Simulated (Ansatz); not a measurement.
Start from a 12-atom supercell of Mg2Ge in the anti-fluorite structure (space group Fm-3m, No. 225; a = 6.4212 Å) at its relaxed geometry.

Computed with PBE (Ansatz, a quantum-chemistry and plane-wave program; PAW; 420 eV plane waves; scalar-relativistic without spin-orbit coupling).

One neutral defect a cell, atoms relaxed at fixed cell.

One change was made to it. Results:

| quantity | base | after |
|---|---|---|
| pressure | 0.0 GPa | 3.4 GPa |
| largest displacement of a host atom from its site in the perfect cell | – | 0.09 Å |

Problem. What was done to the base?
A) Mg interstitial (started 2.78 Å from the nearest host atom)
B) Li interstitial (started 2.78 Å from the nearest host atom), symmetric start
C) Li interstitial (started 2.51 Å from the nearest host atom), symmetric start

Solution. A, Mg interstitial (started 2.78 Å from the nearest host atom). For comparison, the pressure in the other runs: Li interstitial (started 2.78 Å from the nearest host atom), symmetric start gives 1.5 GPa; Li interstitial (started 2.51 Å from the nearest host atom), symmetric start gives 1.5 GPa.

Other magnetic orders, which the real material may have, were not ruled out. The cell is small, so the values are those of an ordered compound at a high defect concentration; dilute-limit values will differ. The mesh was chosen for an insulator and is coarse for the gapless case. Defects with a symmetric start kept the site's symmetry and may sit on a saddle; the others started slightly shaken. Starting moments died away, wholly or in part, for Mg interstitial (started 2.78 Å from the nearest host atom), Li interstitial (started 2.78 Å from the nearest host atom) and Li interstitial (started 2.51 Å from the nearest host atom); another magnetic solution may exist.
